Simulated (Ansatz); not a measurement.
We consider GaS (R-3m, No. 166, 4 atoms in the cell; start mp-9889; a measured phase of this formula has another space group), described by PBE0 in Ansatz (plane waves, PAW).

Run with plane-wave cutoff 460 eV, 8×8×8 k mesh, Fermi–Dirac smearing 0.01 eV, scalar-relativistic PAW data made under PBE.

Cell (relaxed with PBEsol):

```cif
data_Ga2S2
_chemical_formula_sum 'Ga2 S2'
_space_group_name_H-M_alt 'P 1'
_space_group_IT_number 1
_cell_length_a 8.22873
_cell_length_b 8.22873
_cell_length_c 8.22873
_cell_angle_alpha 25.118
_cell_angle_beta 25.118
_cell_angle_gamma 25.118
loop_
_space_group_symop_operation_xyz
  'x, y, z'
loop_
_atom_site_label
_atom_site_type_symbol
_atom_site_fract_x
_atom_site_fract_y
_atom_site_fract_z
_atom_site_occupancy
Ga1 Ga 0.94909 0.94909 0.94909 1
Ga2 Ga 0.05091 0.05091 0.05091 1
S1 S 0.23712 0.23712 0.23712 1
S2 S 0.76288 0.76288 0.76288 1
```

Problem. Estimate the band gap, smallest direct gap on the k points sampled and Γ–Γ gap that the calculation returns.

Solution. 
- band gap: 3.31 eV (on the SCF k mesh) (indirect)
- smallest direct gap on the k points sampled: 3.50 eV
- Γ–Γ gap: 5.34 eV

Note: cell and atoms aren't relaxed at this level (pressure 0.9 GPa); the cell has widely spaced layers and the level no dispersion term, so their spacing and the moduli can rest on weak binding.

Spin–orbit coupling is not included.

Computed values are for the static lattice.

The result took roughly 11 core-minutes.

A start named mp-… is a Materials Project structure, which need not be a measured phase.

Ansatz is a first-principles code.
